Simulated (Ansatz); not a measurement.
Base system: CrIr₃ in the Cu3Au type structure (space group Pm-3m, No. 221; a = 3.7773 Å; ferromagnetic; a cell from a computed database, its experimental status unchecked; relaxed with 0.1 eV smearing). Axes: x, y, z lie along the cube axes.

Level of theory: Ansatz (a first-principles code), PBEsol, PAW, cutoff 420 eV, no spin-orbit coupling.

Strains are applied to the cell and any free atomic positions relax; under biaxial strain the out-of-plane vector relaxes too; under stress the whole cell relaxes.

One change was made to it. Results:

```tsv
quantity	base	after
magnetic state	ferromagnetic	ferromagnetic
volume per atom	13.47 Å³	13.50 Å³
```

Q: Which change produced these results?
(A) uniaxial strain ε_yy = −3.30 %
(B) uniaxial stress, 2 GPa tension along x
(C) uniaxial stress, 8 GPa compression along x
(D) biaxial strain +0.97 %, plane normal [001], relaxed out of plane
(E) isotropic strain −3.46 %

A: B, uniaxial stress, 2 GPa tension along x. For comparison, the volume per atom in the other runs: isotropic strain −3.46 % gives 12.12 Å³; uniaxial stress, 8 GPa compression along x gives 13.38 Å³; uniaxial strain ε_yy = −3.30 % gives 13.03 Å³; biaxial strain +0.97 %, plane normal [001], relaxed out of plane gives 13.63 Å³.

Other magnetic orders, which the real material may have, were not ruled out. Beyond what the load breaks, stability against distortions was not tested.
